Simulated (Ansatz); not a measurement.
**CdS in the wurtzite structure (space group P6_3mc, No. 186)**

```cif
data_Cd2S2
_chemical_formula_sum 'Cd2 S2'
_space_group_name_H-M_alt 'P 1'
_space_group_IT_number 1
_cell_length_a 4.12347
_cell_length_b 4.12347
_cell_length_c 6.71109
_cell_angle_alpha 90.000
_cell_angle_beta 90.000
_cell_angle_gamma 120.000
loop_
_space_group_symop_operation_xyz
  'x, y, z'
loop_
_atom_site_label
_atom_site_type_symbol
_atom_site_fract_x
_atom_site_fract_y
_atom_site_fract_z
_atom_site_occupancy
Cd1 Cd 0.66667 0.33333 0.00080 1
Cd2 Cd 0.33333 0.66667 0.50080 1
S1 S 0.66667 0.33333 0.62440 1
S2 S 0.33333 0.66667 0.12440 1
```

All numbers come from Ansatz (an electronic-structure program), PBEsol, PAW, cutoff 420 eV, no spin-orbit coupling. Settings: 9×9×5 k-points, 0.05 eV Fermi–Dirac smearing.

```json
{
 "volume_per_atom": "24.71 Å³",
 "density": "4.86 g/cm³",
 "band_gap": "1.09 eV, direct at Γ",
 "electron_mass": "0.11 mₑ along c, 0.12 mₑ across",
 "Lowest conduction-band minima above the VBM": "Γ 1.09 eV",
 "total_energy": "-4535.113 eV/atom (σ→0; compares only within this code and set-up)"
}
```

Effective masses come from finite differences of ±0.01 Å⁻¹. Whether these cells are dynamically stable was not tested.
